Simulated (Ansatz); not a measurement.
Input:

```
CELL_PARAMETERS angstrom
      4.65888     0.00000     0.00000
      2.32944     4.03471     0.00000
      0.00000     0.00000     4.94413
ATOMIC_POSITIONS crystal
  Se 0.21046 0.78954 0.83333
  Se 0.00000 0.21046 0.16667
  Se 0.78954 0.00000 0.50000
```

No spin polarisation.

Method: r2SCAN in Ansatz (plane waves to 500 eV, PAW, scalar-relativistic without spin-orbit coupling). Settings: 9×9×7 k-points, 0.05 eV Fermi–Dirac smearing.

Problem. Predict the band gap, pressure and gap character.

Solution. 
- Band gap = 1.54 eV
- Pressure (mean of the normal stresses, compression positive) = -0.25 GPa
- Gap character = indirect, L → H

The cells carry an imposed strain or load. No phonon test of stability was made. The cell was made from Se (space group P3_121, No. 152; made of chains) by this change: biaxial strain +3.40 %, plane normal [001], relaxed out of plane. No dispersion term is included, though the crystal is made of layers, chains or molecules, so its spacings can come out too wide.

Ansatz is an electronic-structure program.
